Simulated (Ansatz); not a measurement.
**Ta5Si3: pressure 1.5 GPa**

The parent structure is Ta₅Si₃ (space group I4/mcm, No. 140; a = 6.504 Å, c = 11.814 Å).

The change: cell and atoms relaxed at a pressure of 1.5 GPa.

Calculations: PBEsol (Ansatz, a first-principles code), no spin-orbit coupling. k-mesh 8×8×8 (Γ-centred); smearing 0.05 eV (Fermi–Dirac).

| quantity | base | changed | shift |
|---|---|---|---|
| volume per atom | 15.62 Å³ | 15.51 Å³ | -0.100 Å³ |
| density | 13.15 g/cm³ | 13.23 g/cm³ | +0.08 g/cm³ |
| lattice parameter a | 6.504 Å | 6.490 Å | -0.014 Å |
| c/a ratio | 1.817 | 1.816 | -0.0004 |
| shortest interatomic distance | 2.395 Å | 2.390 Å | -0.005 Å |
| band gap | zero | zero | – |

Final structure:

```
CELL_PARAMETERS angstrom
     -3.24499     3.24499     5.89358
      3.24499    -3.24499     5.89358
      3.24499     3.24499    -5.89358
ATOMIC_POSITIONS crystal
  Ta 0.01433 0.18501 0.50000
  Ta 0.98567 0.81499 0.50000
  Ta 0.18501 0.68501 0.17068
  Ta 0.81499 0.31499 0.82932
  Ta 0.68501 0.51433 0.50000
  Ta 0.31499 0.48567 0.50000
  Ta 0.51433 0.01433 0.82932
  Ta 0.48567 0.98567 0.17068
  Ta 0.50000 0.50000 0.00000
  Ta 0.00000 0.00000 0.00000
  Si 0.13022 0.63022 0.76044
  Si 0.86978 0.36978 0.23956
  Si 0.63022 0.86978 0.50000
  Si 0.36978 0.13022 0.50000
  Si 0.75000 0.75000 0.00000
  Si 0.25000 0.25000 0.00000
```

Cost of the whole job for the changed cell (relaxation, final SCF and bands): around 9 core-minutes (rough).

Load acts through the strain it causes; cell and atoms are relaxed under it. Whether these cells are dynamically stable was not tested. All final runs are without spin polarisation.
